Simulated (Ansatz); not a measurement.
Here is the system:

```
BeS
1.0
    0.00000     2.39818     2.41017
    2.39818     0.00000     2.41017
    2.39818     2.39818     0.00000
Be S
1 1
Cartesian
  0.00000   0.00000   0.00000
  1.19909   1.19909   1.20508
```

No spin polarisation.

The values are results of Ansatz (a program for electronic structure), LDA, PAW, cutoff 420 eV, no spin-orbit coupling, not measurements. Settings: 12×12×12 k-points, 0.05 eV Fermi–Dirac smearing.

**Question.** What is the computed stress (xx, yy, zz, yz, xz, xy; compression positive)?

**Answer.** (-0.34, -0.34, -0.84, 0.00, 0.00, 0.00) GPa.

**Question.** What is the computed band gap?

**Answer.** 2.81 eV.

**Question.** Estimate the gap character.

**Answer.** Indirect, Γ → X.

The cells carry an imposed strain or load. Whether these cells are dynamically stable was not tested. The cell was made from BeS in the zinc blende structure (space group F-43m, No. 216) by this change: uniaxial strain ε_zz = +0.50 %.
